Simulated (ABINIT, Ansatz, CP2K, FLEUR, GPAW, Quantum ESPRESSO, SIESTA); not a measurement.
One structure in several programs: ZrH (P4_2/mmc, 4 atoms in the cell)

Self-consistent single point, at a second geometry (lattice scaled by 0.98). First geometry:

```
ZrH
1.0
    3.26696     0.00000     0.00000
    0.00000     3.26696     0.00000
    0.00000     0.00000     5.04998
Zr H
2 2
Cartesian
  0.00000   1.63348   2.52499
  1.63348   0.00000   0.00000
  1.63348   1.63348   1.26250
  1.63348   1.63348   3.78749
```

Shared settings, as Ansatz (a quantum-chemistry and plane-wave program) writes them: kpoints.mp_grid.grid = 7 7 5; scf.occupations.method = fermi_dirac; scf.occupations.width = 0.0037 Ry. Potentials and cutoffs stand in the table.

```json
[
 {"code": "FLEUR", "model": "PBEsol, all-electron FLAPW (FLEUR), scalar-relativistic valence", "ΔF from the first geometry (meV/atom)": "-14.7", "pressure (GPa)": "–", "cutoff": "Kmax 4.7 1/bohr"},
 {"code": "Quantum ESPRESSO", "model": "PBEsol, PseudoDojo standard norm-conserving (PBESOL) pseudopotentials", "ΔF from the first geometry (meV/atom)": "-14.8", "pressure (GPa)": "0.59", "cutoff": "75 Ry"},
 {"code": "GPAW", "model": "PBEsol, GPAW PAW datasets PBEsol (made by gpaw-setup)", "ΔF from the first geometry (meV/atom)": "-16.8", "pressure (GPa)": "0.14", "cutoff": "800 eV"},
 {"code": "CP2K", "model": "PBEsol, GPW, DZVP-MOLOPT-SR-GTH basis, GTH-PBE potentials (GTH_POTENTIALS)", "ΔF from the first geometry (meV/atom)": "-16.5", "pressure (GPa)": "0.33", "cutoff": "grid 500 Ry"},
 {"code": "Ansatz", "model": "PBEsol, PAW files made with PBE", "ΔF from the first geometry (meV/atom)": "-15.0", "pressure (GPa)": "0.51", "cutoff": "30.9 Ry"},
 {"code": "SIESTA", "model": "GGA PBEsol, numerical atomic orbitals DZP, PseudoDojo PBEsol standard norm-conserving potentials (rewritten from UPF to PSML)", "ΔF from the first geometry (meV/atom)": "-24.7", "pressure (GPa)": "-1.35", "cutoff": "grid 350 Ry"},
 {"code": "ABINIT", "model": "PBEsol, norm-conserving pseudopotentials (PseudoDojo nc-sr-04 PBEsol standard)", "ΔF from the first geometry (meV/atom)": "-14.8", "pressure (GPa)": "0.59", "cutoff": "36 Ha"}
]
```

A dash marks a value that a program does not give, or that is left out as unsure.

The spread over the programs that give each value: ΔF from the first geometry within 10.0 meV/atom; pressure within 1.94 GPa.

CP2K and SIESTA use small atom-centred bases, whose incompleteness enters pressures, forces and empty levels differently from a plane-wave cutoff. FLEUR treats all electrons, but the usual bases taken here (sphere radii, linearisation, local orbitals, empty states) were not tested for convergence, so the values are no reference for the others. Ansatz's pressure is given at a fixed set of plane waves, as the other plane-wave codes print theirs; with its correction for the finite basis it is 0.57 GPa. In the pressure, SIESTA (by 1.89) lies more than 1 GPa from the median of the plane-wave programs.

The starting cell comes from a database of computed structures (which also holds hypothetical and non-ambient phases and stackings), without a prior relaxation at this level. Its lattice was rescaled by a random factor within 2.5 % of one. For this run, on top of that: lattice scaled by 0.98.

Keys are those of Ansatz 0.2.
